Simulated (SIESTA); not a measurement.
Worked example: self-consistent single point of LiTaF6 (R-3, 8 atoms in the cell) in SIESTA.

Method: SIESTA 5.4.2 with GGA PBEsol, numerical atomic orbitals DZP, PseudoDojo PBEsol standard norm-conserving potentials (rewritten from UPF to PSML).

The change in words: lattice scaled by 0.98. Reference geometry:
```xyz
8
Lattice="2.5847 1.4923 4.5260 -2.5847 1.4923 4.5260 0.0000 -2.9845 4.5260" Properties=species:S:1:pos:R:3 pbc="T T T"
Li     0.0000     0.0000     6.7890
Ta     0.0000     0.0000     0.0000
F      1.0449    -1.2339     7.9478
F     -1.0449     1.2339     5.6302
F      0.5461     1.5219     7.9478
F     -0.5461    -1.5219     5.6302
F     -1.5911    -0.2880     7.9478
F      1.5911     0.2880     5.6302
```

Reference input (self-consistent single point, DFT, GGA PBEsol, numerical atomic orbitals DZP, PseudoDojo PBEsol standard norm-conserving potentials (rewritten from UPF to PSML)): XC.functional = GGA; XC.authors = PBEsol; potentials = PseudoDojo PBEsol standard; PAO.BasisSize = DZP; PAO.EnergyShift = 0.01 Ry; MeshCutoff = 400 Ry; kgrid.MonkhorstPack = 6 6 6; OccupationFunction = FD; ElectronicTemperature = 10 K; PAO.Polarization.NonPerturbative = true; MaxSCFIterations = 150; SCF.Mixer.Method = Broyden. This run's input differs from it in these lines:

```diff
@@ -13,5 +13,5 @@
 %block LatticeVectors
-     2.584670000    1.492260000    4.526000000
-    -2.584670000    1.492260000    4.526000000
-     0.000000000   -2.984520000    4.526000000
+     2.532977000    1.462415000    4.435480000
+    -2.532977000    1.462415000    4.435480000
+     0.000000000   -2.924830000    4.435480000
 %endblock LatticeVectors
@@ -19,10 +19,10 @@
 %block AtomicCoordinatesAndAtomicSpecies
-     0.000000000    0.000000000    6.789000000  1
+     0.000000000    0.000000000    6.653220000  1
      0.000000000    0.000000000    0.000000000  2
-     1.044938142   -1.233924426    7.947778202  3
-    -1.044938142    1.233924426    5.630221798  3
-     0.546140771    1.521905237    7.947778202  3
-    -0.546140771   -1.521905237    5.630221798  3
-    -1.591078913   -0.287980812    7.947778202  3
-     1.591078913    0.287980812    5.630221798  3
+     1.024039540   -1.209246102    7.788822638  3
+    -1.024039540    1.209246102    5.517617362  3
+     0.535218040    1.491467336    7.788822638  3
+    -0.535218040   -1.491467336    5.517617362  3
+    -1.559257581   -0.282221234    7.788822638  3
+     1.559257581    0.282221234    5.517617362  3
 %endblock AtomicCoordinatesAndAtomicSpecies
```

Output, abridged:

```
        iscf     Eharris(eV)        E_KS(eV)     FreeEng(eV)     dDmax    Ef(eV) dHmax(eV)
   scf:    1    -5959.614394    -5972.702630    -5972.702630  1.711022 -3.007473 18.805822
   scf:    2    -5979.914839    -5976.448643    -5976.448643  0.032161 -4.732107 14.978908
   scf:    3    -5980.919928    -5982.091147    -5982.091147  0.160236 -4.364223  1.973612
   scf:    4    -5974.669877    -5980.211593    -5980.211593  0.114374 -7.418751  8.934571
   scf:    5    -5983.867857    -5982.716799    -5982.716799  0.071445 -3.864814  0.910931
   [... 7 lines left out ...]
   scf:   13    -5982.743047    -5982.743047    -5982.743047  0.000019 -4.181218  0.001850
   scf:   14    -5982.743047    -5982.743047    -5982.743047  0.000013 -4.181057  0.001388
   scf:   15    -5982.743047    -5982.743047    -5982.743047  0.000008 -4.180969  0.001094
   scf:   16    -5982.743047    -5982.743047    -5982.743047  0.000006 -4.180894  0.000862
SCF Convergence by DM+H criterion
max |DM_out - DM_in|         :     0.0000064646
max |H_out - H_in|      (eV) :     0.0008623464
SCF cycle converged after 16 iterations

Using DM_out to compute the final energy and forces

siesta: E_KS(eV) =            -5982.7430

siesta: E_KS - E_eggbox =     -5982.7430

siesta: Atomic forces (eV/Ang):
     1   -0.000000    0.000000   -0.000000
     2   -0.000000   -0.000000   -0.000000
     3   -1.320132    0.161165   -0.944858
     4    1.320132   -0.161165    0.944858
     5    0.520493   -1.223850   -0.944858
     6   -0.520493    1.223850    0.944858
     7    0.799639    1.062685   -0.944858
     8   -0.799639   -1.062685    0.944858
   Tot   -0.000000    0.000000   -0.000000
   Max    1.320132
   Res    0.815702    sqrt( Sum f_i^2 / 3N )
   Max    1.320132    constrained

   [... lines left out ...]
siesta: FreeEng =     -5982.743047
   [... lines left out ...]
siesta:    -0.057656    0.000001   -0.000000
siesta:    -0.000000   -0.057656    0.000000
siesta:    -0.000000    0.000000   -0.057779

siesta: Cell volume =         98.581122 Ang**3

siesta: Pressure (static):
siesta:                Solid            Molecule  Units
siesta:           0.00062840          0.00120727  Ry/Bohr**3
siesta:           0.05769717          0.11084605  eV/Ang**3
siesta:          92.44105685        177.59495141  kBar
```

The run converged in 16 iterations. Against the reference run the free energy rises by 19.2 meV/atom, the pressure goes from -0.67 to 9.24 GPa, the largest force goes from 0.344 to 1.631 eV/Å and the gap on the mesh goes from 6.125 to 6.556 eV.

The starting cell comes from a database of computed structures (which also holds hypothetical and non-ambient phases and stackings), without a prior relaxation at this level. For this run, on top of that: lattice scaled by 0.98. Spin-orbit coupling is off. Values carry the incompleteness of an atom-centred basis. With a pressure of about 9 GPa the cell is away from its equilibrium volume at this level. Forces in this geometry exceed 1 eV/Å.

Cost on one core of a shared machine: roughly 30 s.
